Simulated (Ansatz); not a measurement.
The reference is MoSi2 (space group I4/mmm, No. 139; a = 3.1902 Å, c = 7.8206 Å).

All numbers come from DFT with PBEsol, PAW potentials and a 420 eV plane-wave cutoff in Ansatz (an electronic-structure program), no spin-orbit coupling.

Before the change:

Lattice parameter a: 3.190 Å
c/a ratio: 2.451

Perturbation: a negative pressure, −2 GPa.

What happens to the lattice parameter a and c/a ratio?

The lattice parameter a rises by 0.011 Å to 3.201 Å; the c/a ratio stays essentially unchanged (2.451 against 2.450).

Load acts through the strain it causes; cell and atoms are relaxed under it. Stability against distortions was not tested. All final runs are without spin polarisation.
